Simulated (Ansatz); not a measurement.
Abridged Ansatz (a quantum-chemistry and plane-wave program) output:

```
Relaxation: its limit of steps is 50 (relax.max_steps)
Pseudopotential: Al, paw, valence charge 3
Pseudopotential: Cr, paw, valence charge 14
Pseudopotential: C, paw, valence charge 4
Crystal: 8 atoms, lattice volume = 84.466 Å³
Basis set: ecut = 420 eV, 1665 PW (Γ), exchange–correlation on 40×40×180 points (8 copies of the dense FFT grid, shifted against one another)
Bands: 43, of which v1, the nominal top of the filled ones, is band 35 counted from 1 (34 counted from 0)
Symmetry: 8 space group operations
k-points: 300 of 1444
Functional: x = pbesol(κ = 0.804, μ = 0.12345679012345678), c = pbesol(β = 0.046)
SCF iter   1: F=—  HF=-14941.080030 eV  |F-HF|=—  |Δ(HF+E_count)|=         —  Δρ=1.37e-2  dr2=1.30e-1  ethr=1.77e-3  ⟨swp⟩=6.3  Hψ=48598  notcnv=0
SCF iter   2: F=—  HF=-14941.056814 eV  |F-HF|=—  |Δ(HF+E_count)|=   2.32e-2  Δρ=4.99e-3  dr2=1.56e-2  ethr=1.85e-4  ⟨swp⟩=2.0  Hψ=20035  notcnv=0  defer=14
SCF 1 converged in 9 iterations: F = -14941.053476 eV  dr2 = 6.03e-10
relax step   1: F+E_penalty+E_count = -14941.05347611 eV  Δ(F+E_penalty+E_count) = +0.000e0 eV  max|allowed force component| = 2.498e-1 eV/Å  Δτ_max = 0.0000 Å  (9 SCF iters, accepted)
Crystal: 8 atoms, lattice volume = 84.466 Å³
SCF iter   1: F=—  HF=-14941.058755 eV  |F-HF|=—  |Δ(HF+E_count)|=         —  Δρ=1.42e-3  dr2=3.57e-3  ethr=5.29e-6  ⟨swp⟩=1.4  Hψ=33618  notcnv=0  defer=14
SCF iter   2: F=—  HF=-14941.058243 eV  |F-HF|=—  |Δ(HF+E_count)|=   5.12e-4  Δρ=7.25e-4  dr2=1.30e-3  ethr=5.10e-6  ⟨swp⟩=1.2  Hψ=13030  notcnv=0  defer=14
SCF 2 converged in 8 iterations: F = -14941.057997 eV  dr2 = 1.30e-10
relax step   2: F+E_penalty+E_count = -14941.05799719 eV  Δ(F+E_penalty+E_count) = -4.521e-3 eV  max|allowed force component| = 1.154e-1 eV/Å  Δτ_max = 0.0103 Å  (8 SCF iters, accepted)
Crystal: 8 atoms, lattice volume = 84.466 Å³
SCF iter   1: F=—  HF=-14941.059876 eV  |F-HF|=—  |Δ(HF+E_count)|=         —  Δρ=1.28e-3  dr2=2.73e-3  ethr=3.52e-5  ⟨swp⟩=2.0  Hψ=25797  notcnv=0  defer=16
SCF iter   2: F=—  HF=-14941.059474 eV  |F-HF|=—  |Δ(HF+E_count)|=   4.02e-4  Δρ=6.59e-4  dr2=9.96e-4  ethr=3.90e-6  ⟨swp⟩=1.0  Hψ=15300  notcnv=0  defer=16
SCF 3 converged in 8 iterations: F = -14941.059289 eV  dr2 = 4.00e-10
relax step   3: F+E_penalty+E_count = -14941.05928853 eV  Δ(F+E_penalty+E_count) = -1.291e-3 eV  max|allowed force component| = 3.666e-3 eV/Å  Δτ_max = 0.0079 Å  (8 SCF iters, accepted)
[...]
Fermi energy:    15.581719 eV
--- Forces (eV/Å), atoms counted from 1 ---
  atom   1  Al    -0.00000000     0.00092302     0.00000000
  atom   2  Al     0.00000000    -0.00092302     0.00000000
  atom   3  Cr    -0.00000000     0.00366614     0.00108521
  atom   4  Cr     0.00000000    -0.00366614     0.00108521
  atom   5  Cr     0.00000000    -0.00366614    -0.00108521
  atom   6  Cr    -0.00000000     0.00366614    -0.00108521
  atom   7  C      0.00000000     0.00000000     0.00000000
  atom   8  C      0.00000000     0.00000000     0.00000000
--- Stress (GPa, compression-positive) ---
        2.037461      -0.000000       0.000000
       -0.000000       8.800181      -0.000000
        0.000000      -0.000000       2.584213
  P = ⅓ Tr σ = 4.4740 GPa (44.740 kbar)
--- Relaxed structure (3 steps of the walk, 3 accepted, 0 SCFs on fresh bases) ---
  atoms:
    - { symbol: Al, position: [0.3295069610057312, 0.6590139220114625, 0.7500000000000001] }
    - { symbol: Al, position: [0.6704930389942688, 0.34098607798853736, 0.25] }
    - { symbol: Cr, position: [0.33416443827014836, 0.6683288765402967, 0.0851135796945252] }
    - { symbol: Cr, position: [0.6658355617298516, 0.33167112345970307, 0.5851135796945253] }
    - { symbol: Cr, position: [0.6658355617298516, 0.33167112345970307, 0.914886420305475] }
    - { symbol: Cr, position: [0.33416443827014836, 0.6683288765402967, 0.4148864203054748] }
    - { symbol: C, position: [3.978953010280791e-20, 7.957906020532295e-20, -8.60535875648331e-21] }
    - { symbol: C, position: [3.978953010280792e-20, 7.957906020532295e-20, 0.5] }
```

**Question.** What was computed, and what are the main results?

**Answer.** AlCr2C, 8 atoms in the cell, with PBEsol (Ansatz, PAW, no SOC). The last SCF converged to F = -14941.059289 eV, or -1867.6324 eV per atom, at a pressure of 4.47 GPa. The total energy compares only with runs of the same code, potentials and settings.

Without a gap, meshes like the base's 19×19×4 leave anisotropic stresses uncertain by several tenths of a GPa, and small strain energies with them. The cells carry an imposed strain or load. No phonon test of stability was made. The final runs are not spin-polarised. The cell was made from AlCr2C (space group P6_3/mmc, No. 194; non-magnetic) by this change: uniaxial strain ε_yy = −2.09 %.

Keys are those of Ansatz 0.2.
